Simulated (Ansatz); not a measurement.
For BeS (model structure, started from the GeS type, Pnma, No. 62, 8 atoms in the cell), LDA (PAW; Ansatz, a program for electronic structure) gives:

| Quantity | Value |
|---|---|
| cohesive energy | 5.07 eV/atom |
| band gap | 3.45 eV |

Q: What does r²SCAN+rVV10 in Ansatz (plane waves, PAW) give for the same quantities?

A: 
- cohesive energy: 4.60 eV/atom (shrinks by 0.47 eV/atom)
- band gap: 4.15 eV (grows by 0.70 eV)

Changes are worked out from the printed values.

Unless a cell is named, each level is at its own relaxed cell (LDA 14.78, r²SCAN+rVV10 15.40 Å³/atom).

Density-functional gaps are differences of (generalised) Kohn–Sham levels.

Ansatz's density-functional and Hartree–Fock values are scalar-relativistic unless marked +SOC, with PAW data made under PBE.

A model structure was made by putting elements into a prototype or built by hand; it is no filed structure, need not be a known phase, and can be a saddle point held by its symmetry.
